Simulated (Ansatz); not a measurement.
Worked example: self-consistent single point of YGe (Cm, 4 atoms in the cell) in Ansatz (an electronic-structure program).

Method of the run: PBEsol, default PAW files made with PBE (plane waves; Ansatz).

The change in words: lattice scaled by 0.98; basis.ecutwfc: 420 eV → 250 eV. Reference geometry:
```
YGe
1.0
    2.14770    -5.37829     0.00000
    2.14770     5.37829     0.00000
    0.00000     0.00000     3.96646
Y Ge
2 2
Direct
  0.13861   0.86139   0.26261
  0.86139   0.13861   0.75000
  0.41562   0.58438   0.25000
  0.58438   0.41562   0.75000
```

Reference input (self-consistent single point, DFT, PBEsol, plane waves, default PAW files made with PBE): basis.ecutwfc = 420 eV; kpoints.mp_grid.grid = 5 5 5; hamiltonian.xc = pbesol; hamiltonian.pseudopotentials = {kind: paw} (the program's default PAW files); scf.occupations.method = fermi_dirac; scf.occupations.width = 0.1 eV. This run's input differs from it in these lines:

Ansatz 0.2 input:
```diff
@@ -2,5 +2,5 @@
   lattice:
-    - [2.147704, -5.378287, 0.000000]
-    - [2.147704, 5.378287, 0.000000]
-    - [0.000000, 0.000000, 3.966464]
+    - [2.104750, -5.270721, 0.000000]
+    - [2.104750, 5.270721, 0.000000]
+    - [0.000000, 0.000000, 3.887135]
   atoms:
@@ -11,3 +11,3 @@
 basis:
-  ecutwfc: 420.0 eV
+  ecutwfc: 250.0 eV
 kpoints:
```

Output (repeated stretches shortened):

```
SCF iter   1: F=—  HF=-16098.706432 eV  |F-HF|=—  |Δ(HF+E_count)|=         —  Δρ=7.25e-3  dr2=1.95e-2  ethr=1.77e-3  ⟨swp⟩=4.8  Hψ=4890  notcnv=0
all-band conjugate gradients solve this SCF's bands
preconditioner: auto → Kerker (q_TF=auto, 2.491 Å⁻¹)
SCF iter   2: F=—  HF=-16098.441358 eV  |F-HF|=—  |Δ(HF+E_count)|=   2.65e-1  Δρ=6.53e-3  dr2=2.75e-2  ethr=3.91e-5  ⟨swp⟩=2.0  Hψ=2569  notcnv=0
SCF iter   3: F=—  HF=-16098.438486 eV  |F-HF|=—  |Δ(HF+E_count)|=   2.87e-3  Δρ=3.80e-3  dr2=9.43e-3  ethr=3.91e-5  ⟨swp⟩=2.4  Hψ=2079  notcnv=0
SCF iter   4: F=—  HF=-16098.434061 eV  |F-HF|=—  |Δ(HF+E_count)|=   4.42e-3  Δρ=4.92e-4  dr2=1.79e-4  ethr=1.89e-5  ⟨swp⟩=2.0  Hψ=1427  notcnv=0
SCF iter   5: F=—  HF=-16098.434073 eV  |F-HF|=—  |Δ(HF+E_count)|=   1.20e-5  Δρ=7.44e-5  dr2=4.39e-6  ethr=3.59e-7  ⟨swp⟩=2.0  Hψ=2073  notcnv=0
SCF iter   6: F=—  HF=-16098.434113 eV  |F-HF|=—  |Δ(HF+E_count)|=   4.05e-5  Δρ=1.57e-5  dr2=3.97e-7  ethr=8.78e-9  ⟨swp⟩=1.8  Hψ=1247  notcnv=0
SCF iter   7: F=-16098.434113 eV  HF=-16098.434113 eV  |F-HF|=1.12e-8  |Δ(HF+E_count)|=   7.07e-8  Δρ=3.72e-6  dr2=2.02e-8  ethr=2.00e-10  ⟨swp⟩=5.0  Hψ=4061  notcnv=0
SCF 1 converged in 7 iterations: F = -16098.434113 eV  dr2 = 2.02e-8
Free energy (F): -16098.434113 eV
Internal energy: -16098.362826 eV  (E = F + TS)
E sigma→0 (E₀):  -16098.398469 eV
Entropy (-TS):   -0.071288 eV (-17.822 meV/atom)
Fermi energy:    11.940865 eV
--- Forces (eV/Å), atoms counted from 1 ---
  atom   1  Y      0.00000000    -0.00133141    -0.35890580
  atom   2  Y      0.00000000    -0.00671447     0.09574514
  atom   3  Ge     0.00000000    -0.11762381     0.03710564
  atom   4  Ge     0.00000000     0.12566630     0.22605556
--- Stress (GPa, compression-positive) ---
        1.963006       0.000000       0.000000
        0.000000       1.140187       0.373811
        0.000000       0.373811       2.235109
  P = ⅓ Tr σ = 1.7794 GPa (17.794 kbar)
  The stress holds the Pulay correction. Without it, at fixed plane waves, as pw.x and ABINIT print it: P = -31.8765 GPa
```

The run converged in 7 iterations. Against the reference run the free energy goes up by 648 meV/atom, the pressure goes from -2.97 to 1.78 GPa and the largest force goes from 0.299 to 0.359 eV/Å.

The starting cell comes from a database of computed structures (which also holds hypothetical and non-ambient phases and stackings), without a prior relaxation at this level. Its lattice was rescaled by up to half a per cent. One atom was moved a little off its site on purpose. For this run, on top of that: lattice scaled by 0.98. Ansatz's pressure includes its estimate of the finite-basis (Pulay) stress. Without the estimate this run gives -31.88 GPa. The cutoff lies below the one recommended for these files.
